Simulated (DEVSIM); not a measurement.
Structure: Schottky contact on n-type GaP, at 250 K.

Layer 1 from the left is GaP, thickness (μm) 6.00, Nd (cm⁻³) 5.9e15, τn (s) 1.8e-7, τp (s) 1.8e-7. Layer 2 from the left is GaP, thickness (μm) 1.10, Nd (cm⁻³) 1.3e18, τn (s) 1.8e-7, τp (s) 1.8e-7.

Left contact: Schottky, work function 5.2 eV, emission velocity 2.2e6 cm/s. Right contact: ohmic. Voltage is applied to the left contact. Recombination: SRH at mid-gap, radiative. Mobility is constant in doping.

Constants are typed, rounded textbook-type inputs, not results; the design itself was drawn at random and stands for no fabricated device. Values at 300 K; Nc and Nv go as T^1.5, mobilities as T to minus their exponent, the gap by Varshni's rule with the affinity fixed.

GaP: gap (eV) 2.26, affinity (eV) 3.8, permittivity 11.1, Nc (cm⁻³) 1.8e19, Nv (cm⁻³) 1.9e19, μn (cm²/Vs) 250, μp (cm²/Vs) 150, T exponent of μn 1.6, T exponent of μp 1.98, B (cm³/s) 1e-13, Varshni α (eV/K) 0.00058, Varshni β (K) 372.

DEVSIM, 1D drift-diffusion, Boltzmann statistics, complete ionisation; no tunnelling, impact ionisation, image-force lowering or self-heating. Metal contacts follow the ideal Schottky-Mott rule: no Fermi-level pinning, no interface dipoles.

Dark forward current:

| |V| (V) | |J| (A/cm²) |
|---|---|
| 0.45 | 2.902e-13 |
| 0.50 | 2.940e-12 |
| 0.55 | 2.977e-11 |
| 0.60 | 3.012e-10 |
| 0.65 | 3.045e-9 |
| 0.70 | 3.076e-8 |
| 0.75 | 3.102e-7 |
| 0.80 | 3.123e-6 |
| 0.85 | 3.138e-5 |
| 0.90 | 0.0003142 |
| 0.95 | 0.003130 |
| 1.00 | 0.03089 |
| 1.05 | 0.2947 |
| 1.10 | 2.357 |
| 1.15 | 10.76 |
| 1.20 | 26.45 |
| 1.25 | 46.25 |
| 1.30 | 68.15 |
| 1.35 | 91.25 |
| 1.40 | 115.1 |
| 1.45 | 139.5 |
| 1.50 | 164.2 |
| 1.55 | 189.2 |
| 1.60 | 214.4 |
| 1.65 | 239.8 |
| 1.70 | 265.3 |

**Question.** Work out the local ideality factor n = ΔV / (kT/q · ln(J2/J1)) between the rows 0.45 and 0.50 V, 1.65 and 1.70 V.

**Answer.** kT/q = 21.54 mV. From 0.45 to 0.50 V: ln(2.940e-12/2.902e-13) = 2.316, n = 1.00, near the 1 of diffusion or emission over a barrier. From 1.65 to 1.70 V: ln(265.3/239.8) = 0.101, n = 22.97; the layers' resistance at their doping, Σ W/(qμN) = 0.0019 Ω cm², would take 48 mV of this step of 50 mV.

**Question.** Estimate the current at 0.75 V for emission alone, J0 = q v N_band exp(−φB/kT), and read the barrier back from the simulated current.

**Answer.** φB = 1.400 eV, N_band = 1.37e19 cm⁻³, J0 = 2.86e-22 A/cm²; J = J0 (exp(qV/kT) − 1) = 3.79e-7 A/cm². The simulation gives 3.10e-7 A/cm²; the estimate lies 22 % above. Read backwards, the simulated current gives an apparent barrier of 1.404 eV. The estimate leaves out transport through the depletion region and minority injection.
